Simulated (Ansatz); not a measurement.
SiC, pressure series

Take SiC in the wurtzite structure (space group P6_3mc, No. 186; a = 3.092 Å, c = 5.074 Å) as the base.

Cell and atoms are relaxed at each pressure.

Computed with PBE (Ansatz, a quantum-chemistry and plane-wave program; PAW; 420 eV plane waves; no spin-orbit coupling), earlier PAW set.

```csv
P (GPa),V (Å³/atom)
-1.99,10.603
-0.99,10.552
3.00,10.360
7.00,10.184
15.00,9.870
30.00,9.383
50.00,8.871
75.00,8.370
100.00,7.969
```

Question: Fit a third-order Birch–Murnaghan equation of state.

Answer: Least squares on P(V) = (3B₀/2)[(V₀/V)^(7/3) − (V₀/V)^(5/3)]·[1 + (3/4)(B₀′ − 4)((V₀/V)^(2/3) − 1)] gives V₀ = 10.50 Å³/atom, B₀ = 215 GPa and B₀′ = 3.8.

Between the base and pressure 15 GPa the gap moves from 2.31 eV to 2.20 eV, a mean slope of -7.5 meV/GPa.

Load acts through the strain it causes; cell and atoms are relaxed under it. No phonon test of stability was made. Competing high-pressure phases were not computed.
